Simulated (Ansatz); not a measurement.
Cells marked so need not be the phases stable at ambient conditions, and some may be hypothetical.

 Where the default PAW files enter, the runs use the earlier of Ansatz's two default sets.

No gap correction and no spin-orbit coupling; mid-gap values are interpolated between computed energies.

A. Li$_{2}$ZrN$_{2}$ (P-3m1, not sure to be the ambient phase, 5 atoms a cell, 10.1 Å³ an atom), along the normal of (110)
B. Cs$_{2}$H$_{6}$Pt (Fm-3m, not sure to be the ambient phase, 9 atoms a cell, 20.1 Å³ an atom), along the normal of (001)
C. CaPbF$_{6}$ (Fm-3m, not sure to be the ambient phase, 8 atoms a cell, 20.1 Å³ an atom), along the normal of (111)

Task: Order them by mid-gap decay constant of the slowest evanescent state (highest first) at the level r2SCAN (Ansatz, a quantum-chemistry and plane-wave program).

Result: C (0.51 1/Å), B (0.46 1/Å), A (0.23 1/Å)
